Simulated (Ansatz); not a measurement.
System: ZnCl2 (I-42d, No. 122). Method: HSE06 (PAW; Ansatz, an electronic-structure program).

Numerical settings: plane-wave cutoff 500 eV, 6×6×6 k mesh, gaussian smearing 0.02 eV, scalar-relativistic PAW data made under PBE.

Cell (relaxed with PBEsol):

```
CELL_PARAMETERS angstrom
     -2.79991     2.79991     4.96198
      2.79991    -2.79991     4.96198
      2.79991     2.79991    -4.96198
ATOMIC_POSITIONS crystal
  Zn 0.75000 0.25000 0.50000
  Zn 0.00000 0.00000 0.00000
  Cl 0.10328 0.12500 0.47828
  Cl 0.87500 0.35328 0.97828
  Cl 0.64672 0.62500 0.52172
  Cl 0.37500 0.89672 0.02172
```

Q: Predict the band gap.

A: 
- band gap = 5.73 eV (on the SCF k mesh)

Note: cell and atoms aren't relaxed at this level (pressure 1.6 GPa).

The computed numbers hold no vibrational or temperature effects.

Cost on a shared machine: around 21 core-minutes (rough).
